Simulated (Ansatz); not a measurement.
Structures of equal composition on the (0001) surface of wurtzite GaN (Ga plane on top): 2x2 Ga adatom at H3; 2x2 Ga adatom at T1; 2x2 Ga adatom at T4. The slabs share one bottom face, and each structure is named by its start. These are constructed structures in small cells; real faces may alloy, dewet or reconstruct in larger ones, and not all known structures of the face are among them. Slabs of about 14 Å with all that they carry, Fermi-Dirac smearing of 0.025 eV. Bottom of the slabs: H caps. Relaxed from the named starts with such symmetry as they have, on meshes of like density; energies extrapolated to zero smearing; no spin-orbit coupling, no U. Spin-polarised runs, if any, are marked in brackets, and their order is one that fits the cell; the others ran without spin. Where a second, spin-polarised start was run, the lower counts.

Host crystal: wurtzite GaN, with a band gap (PBE, scalar-relativistic without spin-orbit coupling).

Calculation: PBE (plane waves to 420 eV, PAW; Ansatz, a program for electronic structure).

Rank these by energy per 1x1 cell (lowest first), as PBE gives it.

2x2 Ga adatom at T4 (0.000 eV, gap 0.29 eV on the mesh), 2x2 Ga adatom at H3 (0.051 eV, gap 0.27 eV on the mesh), 2x2 Ga adatom at T1 (0.356 eV [spin start, no net moment], gap 0.28 eV on the mesh)
